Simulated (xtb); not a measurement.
xtb 6.7.1, GFN1-xTB: CC1(C)c2cc(-c3cccs3)sc2-c2sc(-c3ccc[se]3)cc21, 37 atoms. The geometry is a generated start, not checked to be a minimum at this level.

```json
{
  "method": "GFN1-xTB",
  "--acc": "1 (default)",
  "--etemp (K)": "300 (default)",
  "detailed input (--input)": "none: ANC optimiser, Lindh (1995) Hessian, microcycle=20, maxdispl=1.0, hlow=0.01 (default)",
  "basis_functions": "144",
  "valence_electrons": "114"
}
```

The structure is relaxed from this start with --opt LEVEL for the levels crude, sloppy, loose, lax, normal, tight, vtight, extreme, once each. Up to the end of the extreme run atoms move by at most 0.80 Å along an axis.

**Question.** Choose the cheapest level whose final energy lies within 5 meV of that of extreme.

**Answer.** lax: 26 cycles against 39, ending 0.61 meV above.

```csv
level,cycles,energy above the extreme run (meV),gradient norm (eV/Å)
crude,8,110,0.32
sloppy,18,11,0.26
loose,20,7.9,0.14
lax,26,0.61,0.049
normal,29,0.12,0.025
tight,32,0.064,0.012
vtight,39,under 0.01,0.0020
extreme,39,—,0.0020
```
